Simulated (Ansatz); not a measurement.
End structure of a constructed model of the (0001) surface of hcp Ru, a layer of Rh in place of the third plane (bottom of the slab: a bare face, its two planes held):

```yaml
crystal:
  lattice:
    - [2.72140, 0.00000, 0.00000]
    - [-1.36070, 2.35680, 0.00000]
    - [0.00000, 0.00000, 27.00000]
  atoms:
    - { symbol: Ru, position: [0.66667, 0.33333, 0.30214] }
    - { symbol: Ru, position: [0.33333, 0.66667, 0.38164] }
    - { symbol: Ru, position: [0.66667, 0.33333, 0.45976] }
    - { symbol: Rh, position: [0.33333, 0.66667, 0.54152] }
    - { symbol: Ru, position: [0.66667, 0.33333, 0.62324] }
    - { symbol: Ru, position: [0.33333, 0.66667, 0.69871] }
```

Model: 6-atom slab, 10.7 Å thick at the start with caps and adatoms (thin: gaps and levels are the slab's own), 16x16x1 mesh, Fermi-Dirac 0.1 eV, dipole correction, 2 atoms held, the rest relaxed; held to the start's symmetry, so lower structures may exist; no spin, no spin-orbit, no U. In PBE it is, or lies within 0.01 eV a 1x1 cell of, the lowest of the 2 structures of its composition computed so far; subsurface sites and larger cells were not tried.

Question: What work function of the top face does PBE run with Ansatz (a program for electronic structure) give?

Answer: 4.95 eV
